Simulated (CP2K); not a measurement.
Band structure of Rb3YF6 (Fm-3m, 10 atoms in the cell).

```xyz
10
Lattice="6.7483 0.0000 0.0000 3.3742 5.8442 0.0000 3.3742 1.9481 5.5100" Properties=species:S:1:pos:R:3 pbc="T T T"
Rb    10.1225     5.8442     4.1325
Rb     3.3742     1.9481     1.3775
Rb     6.7483     3.8962     2.7550
Y      0.0000     0.0000     0.0000
F      6.7483     1.7611     1.2453
F      6.7483     6.0312     4.2647
F      4.8994     4.9637     1.2453
F      8.5973     2.8286     4.2647
F      4.8994     2.8286     4.2647
F      8.5973     4.9637     1.2453
```

Method: PBEsol, GPW, DZVP-MOLOPT-SR-GTH basis, GTH-PBE potentials (GTH_POTENTIALS) in CP2K.

Settings: CUTOFF = 550 Ry; REL_CUTOFF = 60 Ry; KPOINTS/SCHEME = MONKHORST-PACK 2 2 2; GAMMA_CENTERED = T; XC_FUNCTIONAL = PBE:PBESOL; Rb/BASIS_SET = DZVP-MOLOPT-SR-GTH-q9; Rb/POTENTIAL = GTH-PBE-q9; Y/BASIS_SET = DZVP-MOLOPT-SR-GTH-q11; Y/POTENTIAL = GTH-PBE-q11; F/BASIS_SET = DZVP-MOLOPT-SR-GTH-q7; F/POTENTIAL = GTH-PBE-q7; METHOD = GPW; EPS_DEFAULT = 1e-11; EXTRAPOLATION = USE_GUESS.

The starting cell comes from a database of computed structures (which also holds hypothetical and non-ambient phases and stackings), without a prior relaxation at this level. Values carry the incompleteness of an atom-centred basis. The potentials were made for another functional than the one used.

Q: Predict the gap along the standard path and the places of the band edges.

A: The gap along the path is 5.81 eV, direct at Γ to within 0.01 eV.

Levels in eV from the top of the valence band on the SCF mesh, bands 37 to 41:
```tsv
point	37	38	39	40	41
Γ	-0.02	-0.01	-0.01	-0.01	5.81
X	-0.03	0.00	0.00	0.00	7.65
W	-0.11	-0.11	0.00	0.00	8.11
K	-0.18	-0.17	-0.06	0.00	7.91
L	-0.32	-0.11	-0.11	-0.10	7.62
U	-0.18	-0.17	-0.06	0.00	7.91
```

Higher empty bands are left out: an atom-centred basis made for the valence describes them poorly.
